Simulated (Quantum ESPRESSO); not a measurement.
**Refining one setting for LaMg (Cm, 6 atoms in the cell)**

```
LaMg
1.0
    6.26844    -1.82427     0.00000
    6.26844     1.82427     0.00000
   -2.46042     0.00000     8.01704
La Mg
3 3
Cartesian
  4.19861   0.00000   1.98815
  7.64432   0.00000   2.82000
 -0.95316   0.00000   4.83211
 -2.35702   0.00000   7.96606
  2.45531   0.00000   5.68769
  6.74359   0.00000   7.43797
```

Method: PBEsol, GBRV 1.5 ultrasoft (PBESOL) pseudopotentials (plane waves; Quantum ESPRESSO).

The starting cell comes from a database of computed structures (which also holds hypothetical and non-ambient phases and stackings), without a prior relaxation at this level. Without a gap this mesh is coarse (it stands for a supercell whose shortest vector is 18 Å).

Held fixed: ecutwfc = 40 Ry; ecutrho = 200 Ry; occupations = smearing; smearing = marzari-vanderbilt; degauss = 0.0036749 Ry; potentials = {La: la_pbesol_v1.uspp.F.UPF, Mg: mg_pbesol_v1.4.uspp.F.UPF}; K_POINTS = automatic 5 5 3 0 0 0; mixing_beta = 0.3.

ΔF is the free energy per atom less that of the last row (1e-13 Ry).

```csv
conv_thr,ΔF (meV/atom),pressure (GPa),largest force (eV/Å),iterations
0.0001 Ry,0.12,-0.96,0.235,9
1e-05 Ry,0.01,-1.24,0.202,11
1e-07 Ry,0.00,-1.42,0.230,13
1e-09 Ry,0.00,-1.38,0.229,17
1e-10 Ry,0.00,-1.38,0.229,18
1e-11 Ry,0.00,-1.38,0.229,20
1e-13 Ry,0.00,-1.38,0.229,24
```

Energy within 0.5 meV/atom of the last row: from conv_thr = 0.0001 Ry on, the coarsest one.

Largest force within 0.005 eV/Å of the last row: from conv_thr = 1e-07 Ry on; the one before it is off by 0.027 eV/Å. The value it settles on is 0.229 eV/Å at this level of theory and with the other settings as held.

Left out of this page: 1 run of the series outside the window shown, repeating another row's setting, or not comparable.
